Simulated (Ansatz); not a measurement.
System: CaO (model structure, F-43m, No. 216, 2 atoms in the cell). Method: G0W0@PBEsol+SOC (Ansatz, a program for electronic structure, plane waves, hard PAW, contour deformation, complete-basis limit, spin–orbit shift from PBEsol).

Numerical settings: largest k mesh 10×10×10 (not extrapolated in the mesh).

Cell (relaxed with PBEsol):

```
CELL_PARAMETERS angstrom
      0.00000     2.59036     2.59036
      2.59036     0.00000     2.59036
      2.59036     2.59036     0.00000
ATOMIC_POSITIONS crystal
  Ca 0.00000 0.00000 0.00000
  O  0.25000 0.25000 0.25000
```

Problem. What does this level give for the band gap?

Solution. 
band gap: 5.22 eV

Note: spin–orbit coupling enters as the shift of the gap found with a semilocal functional; the relaxation could raise the start's symmetry but not lower it, so the cell can be a saddle point.

Computed values are for the static lattice.

A model structure was made by putting elements into a prototype or built by hand; it is no filed structure, need not be a known phase, and can be a saddle point held by its symmetry.
